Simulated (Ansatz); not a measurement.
Start from Si in the diamond structure (space group Fd-3m, No. 227; a = 5.4338 Å).

Now apply this change: every Si is replaced by Pt; the structure is relaxed again.

Levels (all Ansatz, an electronic-structure program, PAW): PBEsol (420 eV, no spin-orbit coupling); r2SCAN (500 eV, spin-orbit coupling left out).

The geometry is relaxed with PBEsol.

- PBEsol pressure: 0.0 GPa

With r2SCAN at the same geometry, the pressure goes from zero to 2.3 GPa.

Single points use the geometry relaxed with PBEsol. Their cutoffs differ, which shifts pressures a little. Stability against distortions was not tested. As relaxed here, Pt is a hypothetical phase, not in the database extracts checked. All final runs are without spin polarisation. Pt lies near a magnetic instability that expansion can trigger; it was not tested. Pt has a high density of states at the Fermi level and may be magnetic at this level.
